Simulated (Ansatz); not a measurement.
BeH2 (Ibam, No. 72), treated with PBEsol (Ansatz, an electronic-structure program, PAW).

Run with plane-wave cutoff 500 eV, 12×12×12 k mesh, gaussian smearing 0.02 eV, scalar-relativistic PAW data made under PBE.

Cell (relaxed at this level):

BeH2 has the orthorhombic space group Ibam (No. 72), Pearson symbol oI36. Cell: a = 3.994 Å, b = 8.758 Å, c = 7.536 Å, α = 90.00°, β = 90.00°, γ = 90.00°. Be1 on 4b is coordinated by 4 H at 1.436 Å (tetrahedral). Be2 on 8j sees 4 H at 1.434–1.441 Å (tetrahedral). H1 on 16k sees 2 Be at 1.434 Å (bent). H2 on 8j has 2 Be at 1.440 Å (bent). (Neighbours: up to the widest gap in distance over summed covalent radii, below 1.35, at either atom; cation-cation and far metal-metal contacts left out.)
(The calculation used a cell of 18 atoms; values per cell refer to that cell.)

### Question
Give the computed band gap.

### Answer

- band gap: 4.85 eV (on the SCF k mesh)

Note: the relaxation could not lower the start's symmetry, so the cell can be a saddle point above a distorted one; the volume lies 9 % below that of the published cell.

The computed numbers hold no vibrational or temperature effects.
